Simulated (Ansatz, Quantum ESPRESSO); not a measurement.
## Code comparison for Sc (P6_3/mmc, 2 atoms in the cell)

Zone-centre phonon calculation.

```yaml
crystal:
  lattice:
    - [1.65500, -2.86654, 0.00000]
    - [1.65500, 2.86654, 0.00000]
    - [0.00000, 0.00000, 5.27000]
  atoms:
    - { symbol: Sc, position: [0.33333, 0.66667, 0.25000] }
    - { symbol: Sc, position: [0.66667, 0.33333, 0.75000] }
```

Shared settings, as Ansatz (a quantum-chemistry and plane-wave program) writes them: kpoints.mp_grid.grid = 11 11 6; scf.occupations.method = fermi_dirac; scf.occupations.width = 0.1 eV. Potentials and cutoffs stand in the table.

```csv
code,model,highest zone-centre frequency (cm⁻¹),cutoff
Quantum ESPRESSO,"PBE, PseudoDojo standard norm-conserving (PBE) pseudopotentials",207,80 Ry
Ansatz,"PBE, default PAW files",206,default
```

The spread over the programs that give each value: highest zone-centre frequency within 1.0 cm⁻¹.

The starting cell has typed, rounded lattice constants, without a prior relaxation at this level.

Keys are those of Ansatz 0.2.
